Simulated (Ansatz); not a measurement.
## C: response to strain

Take C in the diamond structure (space group Fd-3m, No. 227) as the base.

```yaml
crystal:
  lattice:
    - [0.00000, 1.77690, 1.77690]
    - [1.77690, 0.00000, 1.77690]
    - [1.77690, 1.77690, 0.00000]
  atoms:
    - { symbol: C, position: [0.50000, 0.50000, 0.50000] }
    - { symbol: C, position: [0.75000, 0.75000, 0.75000] }
```

Cartesian axes are those of the cell as printed.

Strains are applied to the cell and any free atomic positions relax; under biaxial strain the out-of-plane vector relaxes too.

Computed with PBEsol in Ansatz (plane waves to 420 eV, PAW, no spin-orbit coupling).

Notes on the quantities. pressure: mean of the normal stresses, compression positive; energy relative to the base: free energy F.

| variant | shortest interatomic distance | pressure | energy relative to the base | electron mass | gap character |
|---|---|---|---|---|---|
| base | 1.539 Å | 0.00 GPa | 0 meV/atom | 1.6 mₑ along k, 0.29 mₑ across (off the special points) | – |
| biaxial strain +1.13 %, plane normal [110], relaxed out of plane | (withheld) | -9.00 GPa | +5.4 meV/atom | 1.6 mₑ along k, 0.30 mₑ across (off the special points) | indirect, Γ → k = (3/8, 0, 3/8) in the run's primitive reciprocal basis |
| uniaxial strain ε_xx = +1.27 % | (withheld) | -5.54 GPa | (withheld) | 1.6 mₑ along k, 0.29 mₑ across (off the special points) | indirect, Γ → Γ–X (75 % along) |
| uniaxial strain ε_yy = −0.87 % | 1.534 Å | 4.00 GPa | +1.4 meV/atom | 1.6 mₑ along k, 0.29 mₑ across (off the special points) | indirect, Γ → k = (3/8, 0, 3/8) in the run's primitive reciprocal basis |
| tensor shear ε_xy = −2.01 % | 1.521 Å | 0.76 GPa | +16 meV/atom | – | indirect, Γ → Γ–X (88 % along) |

Problem. What belongs in the blanks?

Solution. 
- biaxial strain +1.13 %, plane normal [110], relaxed out of plane, shortest interatomic distance: 1.544 Å
- uniaxial strain ε_xx = +1.27 %, shortest interatomic distance: 1.545 Å
- uniaxial strain ε_xx = +1.27 %, energy relative to the base: +3.0 meV/atom

A biaxial case was relaxed in a doubled cell and then solved in the primitive one. Masses are band curvatures over ±0.01 Å⁻¹ around the edge. Along k means along the line from Γ to the band edge. Whether these cells are dynamically stable was not tested. k-point labels follow each cell's own Brillouin zone.

Ansatz is a program for electronic structure.
